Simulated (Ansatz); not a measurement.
Base system: FePt (space group P4/mmm, No. 123; a = 2.7348 Å, c = 3.7222 Å; ferromagnetic; relaxed with 0.1 eV smearing). Axes: x, y, z lie along a, b, c of the conventional cell.

Level of theory: DFT with r2SCAN, PAW potentials and a 500 eV plane-wave cutoff in Ansatz (an electronic-structure program), no SOC.

Strains are applied to the cell and any free atomic positions relax.

One change was made to it. Results:

The pressure (mean of the normal stresses, compression positive) goes from zero to -4.9 GPa; the magnetic state remains ferromagnetic; the energy grows by 9.8 meV/atom.

Problem. Name the change that was made.
A. isotropic strain +1.18 %
B. isotropic strain +0.28 %
C. uniaxial strain ε_yy = +2.56 %
D. isotropic strain −2.60 %

Solution. C, uniaxial strain ε_yy = +2.56 %. For comparison, the energy relative to the base in the other runs: isotropic strain −2.60 % gives +63 meV/atom; isotropic strain +0.28 % gives +0.7 meV/atom; isotropic strain +1.18 % gives +11 meV/atom.

Other magnetic orders, which the real material may have, were not ruled out. Stability against distortions was not tested.
